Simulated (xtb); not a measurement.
xtb 6.7.1, GFN2-xTB: Ti(OH)(NMe2)(OSiH3)2 (C[N](C)[Ti]([OH])([O][SiH3])[O][SiH3]), 22 atoms. The geometry is a generated start, not checked to be a minimum at this level.

```
Item                      Result
-----------------  -------------
run flags                 --grad
method                  GFN2-xTB
--acc                1 (default)
--etemp (K)        300 (default)
basis functions               67
valence electrons             56
```

```xyz
22

Ti     0.1607     1.0249    -0.4868
O     -0.3159     2.5494    -1.1181
H     -0.1323     3.3629    -1.5906
N     -0.4787     0.9228     1.2592
C     -0.1102    -0.2962     1.9574
C     -1.9083     1.1616     1.3589
H     -0.4122    -0.2340     3.0150
H     -0.6008    -1.1884     1.5144
H      0.9776    -0.4225     1.9121
H     -2.4900     0.3227     0.9262
H     -2.2070     1.2738     2.4132
H     -2.1564     2.0847     0.8242
O      1.8880     0.7278    -0.3167
Si     2.9823    -0.3971    -0.6159
H      4.0937    -0.1662     0.3237
H      3.4573    -0.2699    -2.0102
H      2.4228    -1.7524    -0.3993
O     -0.6026    -0.3173    -1.3072
Si    -1.0351    -1.7705    -1.8052
H     -0.3552    -2.8060    -0.9970
H     -0.6803    -1.9158    -3.2286
H     -2.4976    -1.8945    -1.6286
```

Charge 0 and multiplicity 1 are set for this test and not shown to be the ground state.

One run each on 1 thread. Values of broydamp tried: 0.02, 0.05, 0.1, 0.2, 0.4 (default), 0.6, 0.8, 1.

Predict the course of the SCC iterations along this series.

Fewest SCC iterations, within one of each other: 0.2 with 15, 0.4 (default) with 14, 0.6 with 14, 0.8 with 14, 1 with 15. The count rises to 23 at 0.02. All converge to one solution.

```tsv
broydamp	SCC iterations	end
0.02	23	same solution
0.05	21	same solution
0.1	18	same solution
0.2	15	same solution
0.4 (default)	14	same solution
0.6	14	same solution
0.8	14	same solution
1	15	same solution
```
